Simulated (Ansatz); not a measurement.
**CdSe: stress against strain**

CdSe (wurtzite, P6_3mc, 27.112 Å³/atom and stress up to 0.01 GPa in the relaxed cell, c along z) under a strain ε along c (axis z), the other axes held. LDA in Ansatz, a plane-wave DFT program (PAW, default set), 420 eV, 9×9×5 Γ-centred mesh, Fermi-Dirac smearing 0.05 eV; ions are relaxed, or left where forces stay under 0.02 eV/Å, within the symmetry of each cell. Stress is positive for a compressed cell.

Here s stands for strain and y for stress zz.

| strain (%) | stress zz (GPa) |
|---|---|
| -3.00 | ? |
| -1.20 | 1.11 |
| -0.60 | 0.55 |
| 0.00 | 0.00 |
| 0.60 | -0.56 |
| 1.20 | -1.07 |

Question: Using a straight line, estimate the missing y at s = -3.00 from the other rows, showing the fit.

Answer: Means: s 0, y 0.006. About the means, the sum of products is -3.2820 and the sum of squares of s is 3.6000; the slope is their ratio. Least squares gives y = 0.006 - 0.9117·s. Residuals (row less fit): 0.010, -0.003, -0.006, -0.019, 0.018; standard error 0.017 (degrees of freedom: 3). The slope gives the elastic constant C33 = 91.2 ± 0.9 GPa (± standard error of the fit, which holds the terms cut off). At the withheld row, y = 0.006 - 0.9117 × (-3.0) = 2.741 GPa. The calculation gives 2.79 GPa, 0.049 GPa above the prediction (1.3 % of the range of y in the table). The row lies outside the fitted rows, so this is an extrapolation. From the scatter of the fitted rows alone, a prediction at this place has a standard error of 0.032 GPa, so the miss is 1.5 times that.

A polynomial of degree 2 through the 10 other runs of the series gives 2.80 there, so most of the miss is curvature that the fit leaves out. Rows are the converged runs of the series near zero and its far end; series whose fitted rows scatter by over a few per cent of the range, as at a crossing or softening among them, aren't shown in this form, nor equations of state whose B0' disagrees with the runs' pressures. Most that stay on the fit to the last digits aren't either.
